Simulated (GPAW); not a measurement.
Input and output of a relaxation of cell and atoms for TlBr (Pm-3m, 2 atoms in the cell) (GPAW).

Level of theory: PBE, GPAW PAW datasets PBE (gpaw-data 1.0.1) (plane waves; GPAW).

```
TlBr
1.0
    3.99000     0.00000     0.00000
    0.00000     3.99000     0.00000
    0.00000     0.00000     3.99000
Tl Br
1 1
Direct
  0.00000   0.00000   0.00000
  0.50000   0.50000   0.50000
```

Reference input (self-consistent single point, DFT PBE, plane waves, GPAW PAW datasets PBE (gpaw-data 1.0.1)): mode = pw; ecut = 600 eV; xc = PBE; kpts = 8 8 8; mesh shift (steps) = 0 0 0; occupations.name = fermi-dirac; occupations.width = 0.02 eV; nbands = -4; convergence.forces = 0.001 eV/Å; convergence.bands = -2; symmetry.symmorphic = false; symmetry.tolerance = 0.0005. This run's input differs from it in these lines:

```diff
@@ -1,2 +1,4 @@
 from ase import Atoms
+from ase.filters import FrechetCellFilter
+from ase.optimize import LBFGS
 from ase.units import GPa
@@ -17,3 +19,3 @@
             nbands=-4,
-            convergence={'forces': 0.001, 'bands': -2},
+            convergence={'forces': 0.001, 'density': 1e-05, 'bands': -2},
             symmetry={'symmorphic': False, 'tolerance': 0.0005},
@@ -23,2 +25,10 @@
 atoms.calc = calc
+
+target = FrechetCellFilter(atoms)
+
+opt = LBFGS(target, logfile='-')
+converged = opt.run(fmax=0.05, steps=40)
+print('Relaxation converged:', converged)
+print('Cell:', atoms.cell.cellpar().round(4))
+print(atoms.get_scaled_positions().round(5))
```

Log, with long lists cut:

```
     iter     time        total  log10-change:
                         energy   eigst   dens  force
iter:   1 --:--:--    -6.008871   -0.27
iter:   2 --:--:--    -5.957882   -1.45  -1.35
iter:   3 --:--:--    -5.778566   -1.79  -1.40
iter:   4 --:--:--    -5.770612   -2.33  -1.69
iter:   5 --:--:--    -5.766618   -3.33  -1.85
iter:   6 --:--:--    -5.766165c  -3.63  -2.54
iter:   7 --:--:--    -5.766204c  -4.96  -2.81
iter:   8 --:--:--    -5.766290c  -4.41  -2.73
iter:   9 --:--:--    -5.766289c  -5.75  -3.65
iter:  10 --:--:--    -5.766281c  -6.72  -3.84
iter:  11 --:--:--    -5.766270c  -5.61  -3.91
iter:  12 --:--:--    -5.766270c  -7.53c -4.38
iter:  13 --:--:--    -5.766270c  -6.80  -4.38
iter:  14 --:--:--    -5.766269c  -7.46c -4.30
iter:  15 --:--:--    -5.766269c  -8.14c -4.37
iter:  16 --:--:--    -5.766270c  -7.68c -4.36
iter:  17 --:--:--    -5.766270c  -8.74c -4.37
iter:  18 --:--:--    -5.766270c  -8.92c -4.37
iter:  19 --:--:--    -5.766270c  -8.90c -4.40
iter:  20 --:--:--    -5.766270c  -8.63c -4.43
iter:  21 --:--:--    -5.766270c  -8.64c -4.61
iter:  22 --:--:--    -5.766270c  -7.42c -4.63
iter:  23 --:--:--    -5.766270c  -8.45c -5.26c
iter:  24 --:--:--    -5.766270c  -9.74c -5.88c -24.15c
Converged after 24 iterations.

Dipole moment: (0.000000, 0.000000, 0.000000) |e|*Ang

Energy contributions relative to reference atoms: (reference = -620947.228001)

Kinetic:        +13.122559
Potential:      -13.525052
External:        +0.000000
XC:              -5.390293
Entropy (-ST):   +0.000000
Local:           +0.026515
SIC:             +0.000000
--------------------------
Free energy:     -5.766270
Extrapolated:    -5.766270

Showing only first 2 kpts
 Kpt  Band  Eigenvalues  Occupancy
  0     8      1.78333    2.00000
  0     9      1.78333    2.00000
  0    10     10.09470    0.00000
  0    11     10.22008    0.00000

  1     8      1.84909    2.00000
  1     9      1.86928    2.00000
  1    10      8.79210    0.00000
  1    11     10.00724    0.00000

Fermi level: 3.85560

Gap: 1.830 eV
Transition (v -> c):
   [... lines left out ...]
Occupation numbers: Fermi-Dirac:
Atomic positions and initial magnetic moments
Free energy:     -5.767770
Fermi level: 3.81291
Gap: 1.841 eV
Occupation numbers: Fermi-Dirac:
Atomic positions and initial magnetic moments
Free energy:     -5.774509
Fermi level: 3.42862
Gap: 1.938 eV
   [... lines left out ...]
     0.000000    -0.000194     0.000000
     0.000000     0.000000    -0.000194

Forces in eV/Ang:
  0 Tl   -0.00000    0.00000    0.00000
  1 Br   -0.00000    0.00000    0.00000

LBFGS:    2 --:--:--       -5.774509        0.006414
Relaxation converged: True
Cell: [ 4.0461  4.0461  4.0461 90.     90.     90.    ]
[[0.  0.  0. ]
 [0.5 0.5 0.5]]
Energy (eV): -5.774509
Stress (GPa, Voigt): [-0.031 -0.031 -0.031  0.     0.     0.   ]
```

The run converged. GPAW prints stress with tension positive. 

Summary of the result:
```
Property                                                                                                                        Value
-------------------------------------------------------  ----------------------------------------------------------------------------
Free energy E − TS (from the program's reference atoms)                                                                    -5.7745 eV
Top of the valence band (on the code's own zero)                                                                              2.61 eV
Gap on the k-point mesh                                                                                                       1.94 eV
Pressure                                                                                                                     0.03 GPa
Final cell                                               a = 4.0461 Å, b = 4.0461 Å, c = 4.0461 Å, α = 90.00°, β = 90.00°, γ = 90.00°
Final volume per atom                                                                                                        33.12 Å³
Relaxation steps                                                                                                                    2
```

The starting cell has typed, rounded lattice constants, without a prior relaxation at this level. Spin-orbit coupling is off. The relaxation keeps the symmetry of its start, so its end need not be a minimum.

Cost on one core of a shared machine: roughly 80 s.
